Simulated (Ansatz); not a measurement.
Take BP in the zinc blende structure (space group F-43m, No. 216; a = 4.491 Å) as the base. Axes: x, y, z lie along the cube axes.

Computed with LDA in Ansatz (plane waves to 420 eV, PAW, no SOC).

Perturbation: a pure shear with ε_xy = ε_yx = 0.0171, atoms relaxed at fixed cell.

Question: Predict the stress tensor and what it implies for the stiffness.

Answer: Stress of the strained cell less that of the base (GPa, compression positive):
```
   0.22   -6.65    0.00
  -6.65    0.22    0.00
   0.00    0.00   -0.03
```

Then −Δσ/γ with γ = 2ε = 0.0342 gives secant stiffness values (nonlinear terms included at this strain): C66 ≈ 194 GPa.

As a check, the harmonic strain energy −½ V₀ Δσ:ε is 8.0 meV/atom; the computed energy rise is 8.0 meV/atom.

Stability against distortions was not tested.

Ansatz is an electronic-structure program.
